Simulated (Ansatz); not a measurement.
System: Ta2SnN (model structure, started from the MAX type, P6₃/mmc, No. 194, 8 atoms in the cell). Method: LDA (plane waves, PAW; Ansatz, a program for electronic structure).

Settings: plane-wave cutoff 520 eV, 24×24×4 k mesh (along the axes of the cell as run), Fermi–Dirac smearing 0.05 eV, scalar-relativistic PAW data made under PBE.

Cell (relaxed at this level):

```
SnTa2N
1.0
    3.21440     0.00000     0.00000
   -1.60720     2.78375     0.00000
    0.00000     0.00000    13.30500
Sn Ta N
2 4 2
Cartesian
  0.00000   1.85583   9.97875
  1.60720   0.92792   3.32625
  0.00000   1.85583   1.08089
  1.60720   0.92792   7.73339
  1.60720   0.92792  12.22412
  0.00000   1.85583   5.57161
  0.00000   0.00000   0.00000
  0.00000   0.00000   6.65250
```

**Question.** Predict the bulk modulus.

**Answer.** 
* **bulk modulus**: 202 GPa

The run finds no gap.

Note: the bulk modulus is −V dP/dV from two relaxed cells at ±2 % in volume; the relaxation could raise the start's symmetry but not lower it, so the cell can be a saddle point.

Spin–orbit coupling is not included; it can open a gap where bands touch, and shift volumes and moduli.

Computed values are for the static lattice.

Cost on a shared machine: around 10 core-minutes (rough).

A model structure was made by putting elements into a prototype or built by hand; it is no filed structure, need not be a known phase, and can be a saddle point held by its symmetry.
